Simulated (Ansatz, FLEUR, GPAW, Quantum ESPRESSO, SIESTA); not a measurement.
# Code comparison for KMgF3 (Pm-3m, 5 atoms in the cell)

Self-consistent single point.

```yaml
crystal:
  lattice:
    - [4.00234, 0.00000, 0.00000]
    - [0.00000, 4.00234, 0.00000]
    - [0.00000, 0.00000, 4.00234]
  atoms:
    - { symbol: K, position: [0.50000, 0.50000, 0.50000] }
    - { symbol: Mg, position: [0.00000, 0.00000, 0.00000] }
    - { symbol: F, position: [0.00000, 0.50000, 0.00000] }
    - { symbol: F, position: [0.50000, 0.00000, 0.00000] }
    - { symbol: F, position: [0.00000, 0.00000, 0.50000] }
```

Shared settings, as Ansatz (a quantum-chemistry and plane-wave program) writes them: kpoints.mp_grid.grid = 6 6 6; scf.occupations.method = fermi_dirac; scf.occupations.width = 0.02 eV. Potentials and cutoffs stand in the table.

| code | model | pressure (GPa) | gap on the mesh (eV) | cutoff |
|---|---|---|---|---|
| Quantum ESPRESSO | PBE, PseudoDojo standard norm-conserving (PBE) pseudopotentials | 2.62 | 7.260 | 85 Ry |
| Ansatz | PBE, default PAW files | 2.28 | 7.241 | default |
| FLEUR | PBE, all-electron FLAPW (FLEUR), scalar-relativistic valence | – | 7.403 | Kmax 4.2 1/bohr |
| SIESTA | GGA PBE, numerical atomic orbitals DZP, PseudoDojo PBE standard norm-conserving potentials (rewritten from UPF to PSML) | 0.61 | 6.904 | grid 300 Ry |
| GPAW | PBE, GPAW PAW datasets PBE (gpaw-data 1.0.1) | – | 7.236 | 900 eV |

A dash marks a value that a program does not give, or that is left out as unsure.

Gaps are read on the mesh.

The spread over the programs that give each value: pressure within 2.01 GPa; gap on the mesh within 0.499 eV.

SIESTA uses small atom-centred bases, whose incompleteness enters pressures, forces and empty levels differently from a plane-wave cutoff. FLEUR treats all electrons, but the usual bases taken here (sphere radii, linearisation, local orbitals, empty states) were not tested for convergence, so the values are no reference for the others. Ansatz's pressure is given at a fixed set of plane waves, as the other plane-wave codes print theirs; with its correction for the finite basis it is 2.79 GPa (the shift of 0.51 GPa shows how far the cutoff is from converged). The pressure of GPAW is left out: its cutoff lies under the one at which its stress was checked. In the pressure, SIESTA (by 1.83) lies more than 1 GPa from the median of the plane-wave programs. In the gap, FLEUR (by 0.162) and SIESTA (by 0.337) lie more than 0.12 eV from the median of the plane-wave programs.

On the base mesh (4 4 4) the same programs gave: Ansatz pressure 2.29 GPa, gap on the mesh 7.241 eV; Quantum ESPRESSO pressure 2.62 GPa, gap on the mesh 7.260 eV; GPAW gap on the mesh 7.236 eV; FLEUR gap on the mesh 7.406 eV; SIESTA pressure 0.50 GPa, gap on the mesh 6.902 eV.

The starting cell comes from a database of computed structures (which also holds hypothetical and non-ambient phases and stackings), without a prior relaxation at this level. Its lattice was rescaled by a random factor within 2.5 % of one.

Left out of this page: ABINIT (with a known weakness of the program); CP2K (on another mesh).

Keys are those of Ansatz 0.2.
